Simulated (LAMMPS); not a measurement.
LAMMPS 22 Jul 2025, classical MD, Tersoff (SiC.tersoff): SiC, 21952 atoms.

- task: MD, nve
- potential: Tersoff, SiC.tersoff
- copies of the repeat unit: 14×14×14
- shape (slab and sphere leave vacuum in the box): slab
- temperature: 800 K
- steps: 1500
- timestep: 1 fs
- neighbor skin: 2 Å
- neigh_modify: every 1 delay 0 check yes
- thermo: 100
- newton: on (default)
- atom_modify sort (bins of 2 Å where set): 1000 (default)
- box: 61.0 × 61.0 × 183.1 Å, the slab in its lowest third along z, the rest vacuum
- start: generated zinc blende lattice, warmed in an untimed run
- compared values: energy and forces of the first step, drift over the run

It runs on a single node (Arm Neoverse V2, 96 cores on 1 socket, no SMT, 1 L3 cache group).

Times are wall-clock medians of two to five runs, from launch to exit, with nothing else on the machine. Unless noted, each process is bound to its own block of adjacent cores. Build: PyPI wheel: MPICH, OPENMP and OPT packages. Other compilers and libraries give other times. Scratch files lie in a memory file system. A preparatory run goes ahead and isn't timed.

Base settings, kept where nothing else is said: balance = none (default), comm = brick (default), processors = * * * (default), suffix = none (plain styles) (default). The candidates, on 64 cores each, agree within 1.0 meV/atom in energy, 10 meV/Å in forces on 48 atoms, 0.20 meV an atom in drift of the total energy:
A. 64 ranks
B. 8 ranks × 8 threads, suffix = omp
C. 64 ranks, balance = balance 1.05 rcb, comm = tiled
D. 64 ranks, processors = 1 1 64
E. 64 ranks, processors = 4 4 4
F. 64 ranks, balance = fix b all balance 200 1.1 shift xyz 10 1.05 weight time 0.8
G. 64 ranks, balance = balance 1.05 shift xyz 20 1.02
H. 64 ranks, balance = fix b all balance 200 1.1 shift xyz 10 1.05

**Question.** Pick the fastest of these ways to run it.

**Answer.** G and C and H and F, at 1.2 s to 1.3 s, level within 8 % or the scatter of repeats. At the other end D takes 2.9× as long.

```
candidate  wall time            repeats  neighbour list builds
---------  ---------  -----------------  ---------------------
G              1.2 s  3 runs within 1 %                      0
C              1.2 s  3 runs within 1 %                      0
H              1.2 s  3 runs within 1 %                     16
F              1.3 s  3 runs within 1 %                     16
E              3.0 s  3 runs within 1 %                      0
B              3.0 s  3 runs within 1 %                      0
A              3.0 s  3 runs within 1 %                      0
D              3.5 s  3 runs within 1 %                      0
```

From the slowest to the fastest: The largest move is in other (Other): 2.0 s to 0.020 s. The slowest rank's pair time is 3.68 times the mean in the first run and 1.06 times in the second; the others wait. What the program resolved moves too: grid of ranks from 1 by 1 by 64 to 2 by 4 by 8.
